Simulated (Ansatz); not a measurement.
The structure below was relaxed with PBE/PAW in Ansatz (a program for electronic structure), no spin-orbit coupling.

Space group F-43m (No. 216); a = 5.6958 Å, b = 5.6958 Å, c = 5.6958 Å, α = 90.00°, β = 90.00°, γ = 90.00°

```tsv
atom	site	symmetry	x	y	z
S	4c	-43m	0.2500	0.2500	0.2500
Ag	4a	-43m	0.0000	0.0000	0.0000
```

Question: Write out a cell with all atoms.

Answer: 
```cif
data_Ag4S4
_chemical_formula_sum 'S4 Ag4'
_space_group_name_H-M_alt 'P 1'
_space_group_IT_number 1
_cell_length_a 5.69582
_cell_length_b 5.69582
_cell_length_c 5.69582
_cell_angle_alpha 90.000
_cell_angle_beta 90.000
_cell_angle_gamma 90.000
loop_
_space_group_symop_operation_xyz
  'x, y, z'
loop_
_atom_site_label
_atom_site_type_symbol
_atom_site_fract_x
_atom_site_fract_y
_atom_site_fract_z
_atom_site_occupancy
S1 S 0.25000 0.25000 0.25000 1
Ag1 Ag 0.00000 0.00000 0.00000 1
S2 S 0.25000 0.75000 0.75000 1
Ag2 Ag 0.00000 0.50000 0.50000 1
S3 S 0.75000 0.25000 0.75000 1
Ag3 Ag 0.50000 0.00000 0.50000 1
S4 S 0.75000 0.75000 0.25000 1
Ag4 Ag 0.50000 0.50000 0.00000 1
```
This is the conventional cell.

Whether these cells are dynamically stable was not tested. The final runs are not spin-polarised. An odd electron count without spin: AgS. The cell was made from CdS by this change: Cd → Ag; the result is a hypothetical phase, not in the database extracts checked.
